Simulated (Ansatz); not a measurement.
Base system: Pd in the fcc (Cu type) structure (space group Fm-3m, No. 225; a = 3.878 Å; relaxed with 0.1 eV smearing). Axes: x, y, z lie along the cube axes.

The values are results of DFT with PBEsol, PAW potentials and a 420 eV plane-wave cutoff in Ansatz (a program for electronic structure), spin-orbit coupling left out, earlier PAW set, not measurements.

Strains are applied to the cell and any free atomic positions relax; under biaxial strain the out-of-plane vector relaxes too; under stress the whole cell relaxes.

One change was made to it. Results:

```tsv
quantity	base	after
energy relative to the base (free energy F)	0 meV/atom	+1.5 meV/atom
shortest interatomic distance	2.742 Å	2.715 Å
band gap	zero	zero
```

Problem. Name the change that was made.
A) tensor shear ε_yz = −0.96 %
B) isotropic strain +4.47 %
C) biaxial strain +4.20 %, plane normal [110], relaxed out of plane
D) uniaxial strain ε_yy = +1.16 %
E) uniaxial stress, 2 GPa compression along x

Solution. A, tensor shear ε_yz = −0.96 %. For comparison, the shortest interatomic distance in the other runs: isotropic strain +4.47 % gives 2.864 Å; uniaxial stress, 2 GPa compression along x gives 2.725 Å; biaxial strain +4.20 %, plane normal [110], relaxed out of plane gives 2.655 Å; uniaxial strain ε_yy = +1.16 % gives 2.742 Å.

A biaxial case was relaxed in a doubled cell and then solved in the primitive one. Stability under load was not tested beyond the relaxation. All final runs are without spin polarisation. Pd lies near a magnetic instability that expansion can trigger; it was not tested.
